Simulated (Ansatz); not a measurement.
Cubic perovskite CsPbBr3 (cubic high-temperature phase), treated with r²SCAN+rVV10 in Ansatz (PAW).

Numerical settings: plane-wave cutoff 560 eV, 6×6×6 k mesh, Fermi–Dirac smearing 0.01 eV, scalar-relativistic PAW data made under PBE.

Pressure at four volumes; x = ln(V/40.728 Å³). One pressure is withheld.

| V (Å³/atom) | x | P (GPa) |
|---|---|---|
| 38.284 | -0.0619 | ? |
| 39.098 | -0.0408 | 1.034 |
| 40.728 | 0.0000 | -0.001 |
| 43.171 | 0.0583 | -1.169 |

**Question.** Pass a parabola P(x) through the three rows shown, estimate the bulk modulus and its pressure derivative near zero pressure, and predict the withheld pressure.

**Answer.** Slopes between the rows: (-0.001 − (1.034))/(0.0000 − (-0.0408)) = -25.37 and (-1.169 − (-0.001))/(0.0583 − (0.0000)) = -20.03 GPa. Their difference over the span 0.0991 is c = 5.34/0.0991 = 53.9 GPa, so P(x) = 1.034 + (-25.37)(x − (-0.0408)) + 53.9 (x − (-0.0408))(x − (0.0000)). At the middle row B = −dP/dx = −[-25.37 + 53.9 × 0.0408] = 23.2 GPa, and B′ = dB/dP = 2c/B = 4.6. At x = -0.0619 the parabola gives 1.640 GPa; the run gives 1.647 GPa. The Birch–Murnaghan fit to the energies at all volumes has B0 = 23.0 GPa and B′ = 4.7.

Note: the relaxation could not lower the start's symmetry, so the cell can be a saddle point above a distorted one.

Spin–orbit coupling is not included; it can shift volumes and moduli of such heavy elements.

Ansatz is an electronic-structure program.
